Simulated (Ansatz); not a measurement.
How far to go with the k-point mesh at a smearing width of 0.05 eV: YTe (I4mm, 2 atoms in the cell)

```
YTe
1.0
    0.00000     3.08958     3.08958
    3.08958     0.00000     3.08958
    3.08958     3.08958     0.00000
Y Te
1 1
Direct
  0.00809   0.00809   0.99191
  0.50000   0.50000   0.50000
```

Method of the run: PBEsol, default PAW files made with PBE (plane waves; Ansatz, a quantum-chemistry and plane-wave program).

Base settings: basis.ecutwfc = 30.9 Ry; kpoints.mp_grid.grid = 9 9 9; hamiltonian.xc = pbesol; hamiltonian.pseudopotentials = {kind: paw} (the program's default PAW files); scf.occupations.method = gaussian; scf.occupations.width = 0.0073 Ry.

In this ladder: scf.occupations.width = 0.0037 Ry.

The second cell is the first with its lattice scaled by 0.98.

Only quantities that move along the ladder and can be compared are tabulated.

The count of work is k-points × plane waves × bands × iterations; it is no time. 

The starting cell comes from a database of computed structures (which also holds hypothetical and non-ambient phases and stackings), without a prior relaxation at this level. Its lattice was rescaled by up to half a per cent. One atom was moved a little off its site on purpose. Ansatz's pressure includes its estimate of the finite-basis (Pulay) stress.

Steps (kpoints.mp_grid.grid): 3 3 3; 4 4 4; 5 5 5; 6 6 6; 7 7 7; 8 8 8; 10 10 10; 12 12 12; 15 15 15; 18 18 18; 22 22 22.

What is the coarsest kpoints.mp_grid.grid that holds the energy of the compressed cell less the first within 1 meV/atom of the last step, with all finer ones?

6 6 6, at 0.031 of the last step's count of work; the step before is off by 1.3 meV/atom.

What is the coarsest kpoints.mp_grid.grid that holds the forces within 0.02 eV/Å of the last step, with all finer ones?

4 4 4, at 0.013 of the last step's count of work; the step before is off by 0.059 eV/Å.

What is the coarsest kpoints.mp_grid.grid that holds the pressure within 0.05 GPa of the last step, with all finer ones?

10 10 10, at 0.10 of the last step's count of work; the step before is off by 0.06 GPa.

```csv
kpoints.mp_grid.grid,free energy less the last step's (meV/atom),energy of the compressed cell less the first (meV/atom),pressure (GPa),largest difference of a force vector from the last step's (eV/Å),count of work / last
3 3 3,38.45,-6.84,-2.52,0.059,0.0062
4 4 4,-6.62,-11.08,-2.87,0.001,0.013
5 5 5,-5.79,-10.89,-2.84,0.000,0.018
6 6 6,-2.95,-11.65,-2.91,0.004,0.031
7 7 7,1.18,-12.03,-2.94,0.005,0.041
8 8 8,3.91,-11.49,-2.89,0.000,0.071
10 10 10,0.33,-12.50,-2.98,0.001,0.10
12 12 12,-2.00,-12.32,-2.97,0.000,0.20
15 15 15,-0.23,-12.29,-2.96,0.002,0.35
18 18 18,0.29,-12.19,-2.95,0.001,0.58
22 22 22,0.00,-12.19,-2.95,0.000,1.0
```

The energy difference between the two cells stays within 1 meV/atom of the last step's from 6 6 6 on, the total only from 15 15 15 on: much of the error is common to both cells and cancels.

Two neighbours can agree and both be off: 4 4 4 and 5 5 5 differ by 0.83 meV/atom in the free energy, yet lie about 5.8 meV/atom from the last step.

Keys are those of Ansatz 0.2.
